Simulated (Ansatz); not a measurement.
# The (111) surface of fcc Ir in its 1x1 cell

These are PBE (plane waves to 420 eV, PAW; Ansatz, a quantum-chemistry and plane-wave program) values and carry that method's errors.

Model: 4-atom slab, 6.7 Å thick at the start (thin: gaps and levels are the slab's own), 12x12x1 mesh, Fermi-Dirac 0.1 eV, dipole correction, all atoms relaxed; symmetry of the start imposed; no spin, no spin-orbit, no U.

work function of the top face: 5.49 eV
energy released by relaxation: 0.025 eV
cost: around 50 core-seconds (rough)
